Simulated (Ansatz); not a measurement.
InP (F-43m), Ansatz (a quantum-chemistry and plane-wave program) with PBE with spin-orbit coupling, rigid bands: band gap 0.64 eV, N_c = 3.66e17 cm⁻³ and N_v = 2.33e19 cm⁻³ at 300 K, conductivity masses of 0.0642 mₑ (electrons) and 0.572 mₑ (holes). Take k_BT = 0.02585 eV.

### Question
What thermal injection velocity √(2k_BT/πm) limits a ballistic channel?

### Answer
2.12e7 cm/s for electrons and 7.11e6 cm/s for holes, a ratio of √(m_h/m_e) = 2.98, for dilute carriers.

### Question
Find the intrinsic carrier density and the intrinsic Fermi level.

### Answer
n_i = √(N_c N_v) exp(−E_g/2k_BT) = 2.92e18 × exp(−12.38) = 1.2e13 cm⁻³. The level lies (k_BT/2) ln(N_v/N_c) = 54 meV from mid-gap (positive towards the conduction band). Each 0.1 eV added to the gap lowers n_i by a factor of 6.9.

Rigid, parabolic bands with the computed gap; masses take one relaxation time for all states. Geometry: cell and atoms relaxed with PBEsol.
